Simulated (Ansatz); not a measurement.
Consider Cs2HfI6 (space group Fm-3m, No. 225).

```cif
data_Cs8Hf4I24
_chemical_formula_sum 'Cs8 Hf4 I24'
_space_group_name_H-M_alt 'Fm-3m'
_space_group_IT_number 225
_space_group_name_Hall '-F 4 2 3'
_cell_length_a 11.52255
_cell_length_b 11.52255
_cell_length_c 11.52255
_cell_angle_alpha 90.000
_cell_angle_beta 90.000
_cell_angle_gamma 90.000
loop_
_atom_site_label
_atom_site_type_symbol
_atom_site_symmetry_multiplicity
_atom_site_Wyckoff_symbol
_atom_site_fract_x
_atom_site_fract_y
_atom_site_fract_z
_atom_site_occupancy
Cs1 Cs 8 c 0.25000 0.25000 0.25000 1
Hf1 Hf 4 a 0.00000 0.00000 0.00000 1
I1 I 24 e 0.00000 0.00000 0.24545 1
```
(The calculation used a cell of 9 atoms; values per cell refer to that cell.)

The values are results of PBEsol (Ansatz, an electronic-structure program; PAW; 420 eV plane waves; no SOC), not measurements.

Base values:

Band gap: 2.02 eV
Shortest interatomic distance: 2.828 Å

Now apply this change: a hydrostatic pressure of 15 GPa.

Q: How does this affect the band gap and shortest interatomic distance?

A: The band gap decreases by 0.92 eV (2.02 eV → 1.10 eV); the shortest interatomic distance decreases by 0.1516 Å (2.828 Å → 2.677 Å).

Spin-orbit coupling, missing from the scalar runs, can matter with Hf and I. Load acts through the strain it causes; cell and atoms are relaxed under it. Stability against distortions was not tested. No other phases were tried under pressure.
